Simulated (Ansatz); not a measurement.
WP (model structure, started from the NbAs type, I4₁md, No. 109, 4 atoms in the cell) was calculated with r²SCAN (plane waves, PAW; Ansatz, a quantum-chemistry and plane-wave program).

From the output:

```
Relaxation: its limit of steps is 80 (relax.max_steps)
Crystal: 4 atoms, lattice volume = 59.071 Å³
Basis set: ecut = 560 eV, 1801 PW (Γ), FFT grids on a1+a3, a2+a3, a3, exchange–correlation on 81×81×144 points (27 copies of the dense FFT grid, shifted against one another)
Bands: 23, of which v1, the nominal top of the filled ones, is band 19 counted from 1 (18 counted from 0)
Symmetry: 8 space group operations
Space group: I41md (ITA 109), of the structure as read, at distance tolerance 3.9e-5 Å
k-points: 1063 of 13824 (time reversal used)
Functional: x = r2scan, c = r2scan; τ floored in thin density (d = 2e-4 eV/Å³)
SCF iter   1: F=—  HF=-22314.317479 eV  |F-HF|=—  |Δ(HF+E_count)|=         —  Δρ=9.57e-3  dr2=2.24e-2  dr2_τ=1.12e-1
SCF iter   2: F=—  HF=-22314.437472 eV  |F-HF|=—  |Δ(HF+E_count)|=   1.20e-1  Δρ=6.16e-3  dr2=7.83e-3  dr2_τ=7.39e-4
  ...
SCF 1 converged in 6 iterations: F = -22314.446913 eV  dr2 = 4.34e-8
Crystal: 4 atoms, lattice volume = 59.071 Å³
Basis set: ecut = 560 eV, 1785 PW (Γ), FFT grids on a1+a3, a2+a3, a3, exchange–correlation on 81×81×144 points (27 copies of the dense FFT grid, shifted against one another)
Initial density: handed on by an earlier stage of this run
SCF 2 converged in 4 iterations: F = -22314.446996 eV  dr2 = 3.53e-7
Crystal: 4 atoms, lattice volume = 59.071 Å³
SCF 3 converged in 4 iterations: F = -22314.447154 eV  dr2 = 4.08e-8
Crystal: 4 atoms, lattice volume = 59.071 Å³
SCF 4 converged in 4 iterations: F = -22314.447155 eV  dr2 = 3.15e-10
Crystal: 4 atoms, lattice volume = 59.071 Å³
Basis set: ecut = 560 eV, 1785 PW (Γ), FFT grids on a1+a3, a2+a3, a3, exchange–correlation on 75×75×144 points (27 copies of the dense FFT grid, shifted against one another)
SCF iter   3: F=—  HF=-22314.447154 eV  |F-HF|=—  |Δ(HF+E_count)|=   4.81e-7  Δρ=2.53e-7  dr2=2.21e-11  dr2_τ=6.41e-12
SCF iter   4: F=-22314.447154 eV  HF=-22314.447154 eV  |F-HF|=3.64e-12  |Δ(HF+E_count)|=  1.82e-11  Δρ=7.75e-8  dr2=2.72e-12  dr2_τ=5.27e-13
SCF 5 converged in 4 iterations: F = -22314.447154 eV  dr2 = 2.72e-12
SCF converged after 4 iterations
Free energy (F): -22314.447154 eV
Internal energy: -22314.429447 eV  (E = F + TS)
E sigma→0 (E₀):  -22314.438301 eV
Fermi energy:    17.992186 eV
--- Forces (eV/Å), atoms counted from 1 ---
  atom   1  W     -0.00000000    -0.00000000    -0.00215092
  atom   2  W      0.00000000     0.00000000    -0.00215092
  atom   3  P     -0.00000000     0.00000000     0.00215163
  atom   4  P      0.00000000     0.00000000     0.00215163
--- Stress (GPa, compression-positive) ---
       -4.819789       0.000000       0.000000
        0.000000      -4.819789       0.000000
       -0.000000       0.000000      -4.805366
  P = ⅓ Tr σ = -4.8150 GPa (-48.150 kbar)
```

### Question
Write an input file that could have produced this run (the log leaves some choices open).

### Answer
Several could match; the one computed here: 
Ansatz 0.2 input:
```yaml
crystal:
  lattice:
    - [-1.6206521214, 1.6206521214, 5.6225992525]
    - [1.6206521214, -1.6206521214, 5.6225992525]
    - [1.6206521214, 1.6206521214, -5.6225992525]
  atoms:
    - { symbol: W, position: [0.4991483766, 0.4991483766, 0.0] }
    - { symbol: W, position: [0.2491483766, 0.7491483766, 0.5] }
    - { symbol: P, position: [0.9168516234, 0.9168516234, 0.0] }
    - { symbol: P, position: [0.6668516234, 0.1668516234, 0.5] }
basis:
  ecutwfc: 560
  ecutrho_ratio: 4
  xc_grid: 3
kpoints:
  mp_grid: { grid: [24, 24, 24] }
hamiltonian:
  xc: r2scan
  dispersion: none
  pseudopotentials: { kind: paw }
scf:
  occupations: { method: fermi_dirac, width: 0.05 }
output:
  forces: true
  stress: true
  eigenvalues: true
relax:
  f_tol: 0.004
  escape_saddle: false
  max_steps: 80
  cell: { stress_tol: 0.02, fix: [volume] }
```

The cell is one volume of an energy–volume scan, off the minimum.

The PAW data were made under PBE.

Note: the run has no spin polarisation, so it can have missed a magnetic state. Note: the relaxation could raise the start's symmetry but not lower it, so the cell can be a saddle point.

A model structure was made by putting elements into a prototype or built by hand; it is no filed structure, need not be a known phase, and can be a saddle point held by its symmetry.
